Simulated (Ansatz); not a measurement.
Ti3In (I4/mmm): resistivity and electron-phonon coupling

Given:

```xyz
4
Lattice="-2.0098 2.0098 4.3212 2.0098 -2.0098 4.3212 2.0098 2.0098 -4.3212" Properties=species:S:1:pos:R:3 pbc="T T T"
Ti     0.0000     2.0098     2.1606
Ti     2.0098     0.0000     2.1606
Ti     0.0000     0.0000     4.3212
In     0.0000     0.0000     0.0000
```

Level of theory: PBEsol, DFPT electron-phonon coupling, linearised Boltzmann equation (plane waves, PAW, scalar-relativistic; Ansatz, a first-principles code). Geometry: relaxed with this functional, without spin-orbit coupling.

```
Item                                                                                                          Result
----------------------------------------------------------------------------------  --------------------------------
resistivity at 300 K                                                                   30 (x), 30 (y), 109 (z) μΩ·cm
resistivity at 77 K                                                                 3.2 (x), 3.2 (y), 12.0 (z) μΩ·cm
electron mean free path at 300 K (weighted by the current that each state carries)      4.1 (x), 4.1 (y), 3.9 (z) nm
electron-phonon coupling λ                                                                                      0.33
transport coupling λ_tr                                                                 0.36 (x), 0.36 (y), 0.34 (z)
logarithmic mean phonon energy                                                                              19.2 meV
density of states at the Fermi level                                                      1.63 states/(eV·spin·cell)
Drude plasma energy                                                                    3.7 (x), 3.7 (y), 1.83 (z) eV
```

A metal at this level (no band gap). Only scattering by harmonic phonons is included (no impurities, grain boundaries, electron-electron scattering or thermal expansion). Spin-orbit coupling is left out. Values near or above 100 μΩ·cm, or paths under about 2 nm, lie near resistivity saturation, where the Boltzmann equation overshoots. Halving the electron mesh (20x20x20) moves the resistivity by up to 5 % at 300 K, the mean free path by up to 6 %, the coupling by up to 2 %. Smearing 0.20 eV; phonons on a 5x5x5 q mesh, which this run doesn't test and which matters most at low temperature.

Computed structure with no diffraction record at hand here (it may be known, metastable or hypothetical): Ti3In (I4/mmm).
